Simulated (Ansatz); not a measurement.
Base system: CuCl in the wurtzite structure (space group P6_3mc, No. 186).

```yaml
crystal:
  lattice:
    - [3.71636, 0.00000, 0.00000]
    - [-1.85818, 3.21846, 0.00000]
    - [0.00000, 0.00000, 6.18401]
  atoms:
    - { symbol: Cu, position: [0.66667, 0.33333, 0.87126] }
    - { symbol: Cu, position: [0.33333, 0.66667, 0.37126] }
    - { symbol: Cl, position: [0.66667, 0.33333, 0.50374] }
    - { symbol: Cl, position: [0.33333, 0.66667, 0.00374] }
```

Computed with plane-wave PAW DFT at the PBEsol level (Ansatz, a quantum-chemistry and plane-wave program, 420 eV), without spin-orbit coupling.

One change was made to it. Results:

```csv
quantity,base,after
electron mass,"0.19 mₑ along c, 0.22 mₑ across (at Γ)","0.19 mₑ along c, 0.22 mₑ across (at Γ)"
gap character,direct at Γ,direct at Γ
density,4.45 g/cm³,4.47 g/cm³
band gap,0.60 eV,0.61 eV
```

**Question.** Which change produced these results?
A) pressure 0.3 GPa
B) pressure 7.5 GPa
C) pressure 1.5 GPa
D) pressure 5 GPa

**Answer.** A, pressure 0.3 GPa. For comparison, the band gap in the other runs: pressure 5 GPa gives 0.77 eV; pressure 1.5 GPa gives 0.65 eV; pressure 7.5 GPa gives 0.86 eV.

Load acts through the strain it causes; cell and atoms are relaxed under it. Masses are band curvatures over ±0.01 Å⁻¹ around the edge. Stability against distortions was not tested. Tetrahedral semiconductors of this kind turn to denser phases somewhere between about 1 and 50 GPa; those were not computed, so compressed cells here can lie past the real transition. No Hubbard U is applied. The final runs are not spin-polarised. This is not the structure that CuCl has at room temperature and ambient pressure.
